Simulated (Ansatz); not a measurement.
Abridged Ansatz (a program for electronic structure) output:

```
Pseudopotential: Ca, paw, valence charge 10
Pseudopotential: F, paw, valence charge 7
Crystal: 3 atoms, lattice volume = 40.229 Å³
Basis set: ecut = 500 eV, 965 PW (Γ), exchange–correlation on 120×120×120 points (64 copies of the dense FFT grid, shifted against one another)
Bands: 16, of which v1, the nominal top of the filled ones, is band 12 counted from 1 (11 counted from 0)
Symmetry: 48 space group operations
k-points: 56 of 1331
Functional: x = r2scan, c = r2scan; τ floored in thin density (d = 2e-4 eV/Å³)
SCF iter   1: F=—  HF=-3448.049189 eV  |F-HF|=—  |Δ(HF+E_count)|=         —  Δρ=1.02e-2  dr2=4.05e-2  dr2_τ=7.07e-2  ethr=1.77e-3  ⟨swp⟩=6.7  Hψ=5606  notcnv=0
SCF iter   2: F=—  HF=-3448.120945 eV  |F-HF|=—  |Δ(HF+E_count)|=   7.18e-2  Δρ=6.33e-3  dr2=5.22e-3  dr2_τ=1.53e-3  ethr=1.69e-4  ⟨swp⟩=2.7  Hψ=2259  notcnv=0
SCF 1 converged in 7 iterations: F = -3448.119668 eV  dr2 = 8.44e-12
SCF converged after 7 iterations
Free energy (F): -3448.119668 eV
Internal energy: -3448.119668 eV  (E = F + TS)
E sigma→0 (E₀):  -3448.119668 eV
Fermi energy:    6.973167 eV
--- Forces (eV/Å), atoms counted from 1 ---
  atom   1  Ca    -0.00000000     0.00000000     0.00000000
  atom   2  F      0.00000000     0.00000000     0.00000000
  atom   3  F     -0.00000000     0.00000000     0.00000000
--- Stress (GPa, compression-positive) ---
       -0.000236      -0.000000       0.000000
       -0.000000      -0.000236      -0.000000
        0.000000      -0.000000      -0.000236
  P = ⅓ Tr σ = -0.0002 GPa (-0.002 kbar)
```

Q: What was computed, and what are the main results?

A: CaF2, 3 atoms in the cell, with r2SCAN (Ansatz; PAW; 500 eV plane waves; no spin-orbit coupling). The last SCF converged to F = -3448.119668 eV, or -1149.3732 eV per atom, at a pressure of 0.00 GPa. The total energy compares only with runs of the same code, potentials and settings.

No phonon test of stability was made. The cell is CaF$_{2}$ in the fluorite structure (space group Fm-3m, No. 225).
